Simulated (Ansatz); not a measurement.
WC: pressure series

Base system: WC (space group P-6m2, No. 187; a = 2.8837 Å, c = 2.8123 Å).

Cell and atoms are relaxed at each pressure.

Level of theory: LDA in Ansatz (plane waves to 420 eV, PAW, spin-orbit coupling left out).

Two rows of this table had their results exchanged by mistake.

```
pressure           volume per atom (Å³)  shortest distance (Å)  band gap
-----------------  --------------------  ---------------------  --------
pressure −2 GPa                   10.18                  2.183      zero
pressure −1 GPa                   10.08                  2.176      zero
pressure 0.9 GPa                  10.11                  2.178      zero
pressure 2.1 GPa                  10.15                  2.181      zero
pressure 4.5 GPa                  10.02                  2.172      zero
pressure 9 GPa                     9.92                  2.165      zero
pressure 15 GPa                    9.80                  2.156      zero
pressure 22.5 GPa                  9.65                  2.145      zero
pressure 30 GPa                    9.51                  2.135      zero
```

Question: Which two?

Answer: The rows for pressure −1 GPa and pressure 2.1 GPa: the volume has to fall steadily with pressure, so 10.15 Å³ belongs to pressure −1 GPa and 10.08 Å³ to pressure 2.1 GPa.

Load acts through the strain it causes; cell and atoms are relaxed under it. No phonon test of stability was made. Competing high-pressure phases were not computed. The final runs are not spin-polarised.

Ansatz is a first-principles code.
